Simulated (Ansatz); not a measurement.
Here is the system:

```
SiGe
1.0
    3.29533     0.00000     0.00000
    0.00000     3.20028     0.00000
    0.00000     0.00000     3.20028
Ge Si
1 1
Cartesian
  0.00000   0.00000   0.00000
  1.64767   1.60014   1.60014
```

No spin polarisation.

The values are results of Kohn–Sham DFT with the PBEsol functional, run in Ansatz (a quantum-chemistry and plane-wave program) with PAW and 420 eV plane waves, without spin-orbit coupling, not measurements. Settings: 18×18×18 k-points, 0.1 eV Fermi–Dirac smearing.

Question: Estimate the band gap.

Answer: Zero.

Question: What stress (xx, yy, zz, yz, xz, xy; compression positive) does the calculation give?

Answer: (-1.8, -2.5, -2.5, 0.0, 0.0, 0.0) GPa.

The cells carry an imposed strain or load. Stability against distortions was not tested. All final runs are without spin polarisation. The cell was made from SiGe in the CsCl type structure (space group Pm-3m, No. 221; a hypothetical phase, not in the database extracts checked) by this change: uniaxial strain ε_xx = +2.97 %.
